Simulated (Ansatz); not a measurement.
# MgS: electrons 1.0×10^22 cm⁻³

Consider MgS in the rock salt structure (space group Fm-3m, No. 225; a = 5.155 Å).

Now apply this change: 0.343 electrons added to each cell, a density of 1.0×10^22 cm⁻³, with a uniform compensating background at fixed cell and a 300 K Fermi–Dirac width.

Computed with PBE-D3(BJ) (Ansatz, an electronic-structure program; PAW; 420 eV plane waves; scalar-relativistic without spin-orbit coupling). Γ-centred 25×25×25 mesh, Fermi–Dirac width 0.0259 eV.

```csv
quantity,base,changed,shift
gap between the host's bands,2.85 eV,2.81 eV,-0.04 eV
gap character,"indirect, Γ → X","indirect, Γ → X",–
"valley order (the lowest conduction-band minima on the path, energy above the VBM, named in the base's zone)",X along ⟨100⟩ 2.85 eV; Γ 3.95 eV,X along ⟨100⟩ 2.81 eV; Γ 3.88 eV,–
Fermi level relative to the doped band's edge (positive inside the band; to 0.05 eV),–,+1.50 eV,–
```

Final structure:

```xyz
2
Lattice="0.0000 2.5776 2.5776 2.5776 0.0000 2.5776 2.5776 2.5776 0.0000" Properties=species:S:1:pos:R:3 pbc="T T T"
Mg     2.5776     2.5776     2.5776
S      0.0000     0.0000     0.0000
```
Cell charge -0.342501.

Charged cell with a jellium background: band edges are those of the host's band count, energies are not comparable with the neutral cell, and many-body gap narrowing is missing. Stability against distortions was not tested. The base started in Pnma and relaxed to Fm-3m at this level.
